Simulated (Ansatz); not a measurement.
Consider a 20-atom cell of Ba(Ti,Pb)O3 started in the perovskite structure, site fractions Ti 0.500, Pb 0.500, short-range order -0.33 among the nearest mixed sites of the first mixed sublattice (0 is random, a negative value favours unlike neighbours), space group P1 at the end. Its start:

```
CELL_PARAMETERS angstrom
      4.15238     4.15303     0.00040
     -4.15210     4.15275     0.00120
     -0.00088     0.00158     8.77465
ATOMIC_POSITIONS crystal
  Ba 0.99798 0.00103 0.99040
  Ba 0.99863 0.00042 0.49045
  Ba 0.49818 0.50065 0.99054
  Ba 0.49797 0.50095 0.49082
  Ti 0.49827 0.00012 0.22355
  Ti 0.49860 0.00137 0.72372
  Pb 0.99852 0.50011 0.24659
  Pb 0.99851 0.50091 0.74660
  O  0.49844 0.99953 0.02020
  O  0.49791 0.00293 0.52039
  O  0.99801 0.50172 0.99922
  O  0.99934 0.49687 0.49924
  O  0.26173 0.76443 0.25654
  O  0.26236 0.76532 0.75564
  O  0.73617 0.23307 0.25549
  O  0.73380 0.23607 0.75758
  O  0.26356 0.23522 0.25587
  O  0.26253 0.23625 0.75761
  O  0.73142 0.76192 0.25788
  O  0.73331 0.76458 0.75501
```

Method: PBE (plane waves to 420 eV, PAW; Ansatz, an electronic-structure program). Spin–orbit coupling is left out; the runs are not spin-polarised; with elements this heavy it can move edges by tenths of an eV. Its k-point mesh 5×5×4, Fermi–Dirac width 0.05 eV.

**Question.** Predict the alloy's volume and bond lengths.

**Answer.** 
* **volume per atom**: 14.92 Å³
* **Ba–O bonds (within 1.22 times the sum of covalent radii)**: 2.986 Å on average, from 2.739 to 3.284 (48)
* **Ba–Ti bonds (within 1.22 times the sum of covalent radii)**: 3.650 Å on average, from 3.560 to 3.747 (16)
* **Ba–Pb bonds (within 1.22 times the sum of covalent radii)**: 3.649 Å on average, from 3.598 to 3.696 (16)
* **O–Ti bonds (within 1.22 times the sum of covalent radii)**: 2.048 Å on average, from 1.784 to 2.588 (12)
* **check of the structure type**: not passed: over a tenth of the atoms count other neighbours than the ideal type within 1.2 times their shortest bond (scaled by covalent radii), so no mixing enthalpy is given
